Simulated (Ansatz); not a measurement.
Take SnTe in the rock salt structure (space group Fm-3m, No. 225) as the base.

```cif
data_Sn4Te4
_chemical_formula_sum 'Sn4 Te4'
_space_group_name_H-M_alt 'Fm-3m'
_space_group_IT_number 225
_space_group_name_Hall '-F 4 2 3'
_cell_length_a 6.23483
_cell_length_b 6.23483
_cell_length_c 6.23483
_cell_angle_alpha 90.000
_cell_angle_beta 90.000
_cell_angle_gamma 90.000
loop_
_atom_site_label
_atom_site_type_symbol
_atom_site_symmetry_multiplicity
_atom_site_Wyckoff_symbol
_atom_site_fract_x
_atom_site_fract_y
_atom_site_fract_z
_atom_site_occupancy
Sn1 Sn 4 a 0.00000 0.00000 0.00000 1
Te1 Te 4 b 0.50000 0.50000 0.50000 1
```
(The calculation used a cell of 2 atoms; values per cell refer to that cell.)

Method: LDA (Ansatz, an electronic-structure program, PAW, spin-orbit coupling left out).

For the base:

```
Property    Result
--------  --------
Pressure  0.00 GPa
```

Now apply this change: an isotropic linear strain of +1.50 %; the atoms relax in the strained cell.

Q: What does the calculation give for the pressure after the change?

A: The pressure goes from zero to -2.04 GPa.

Q: What does the calculation give for the energy relative to the base after the change?

A: The energy goes up by 9.2 meV/atom.

Whether these cells are dynamically stable was not tested.
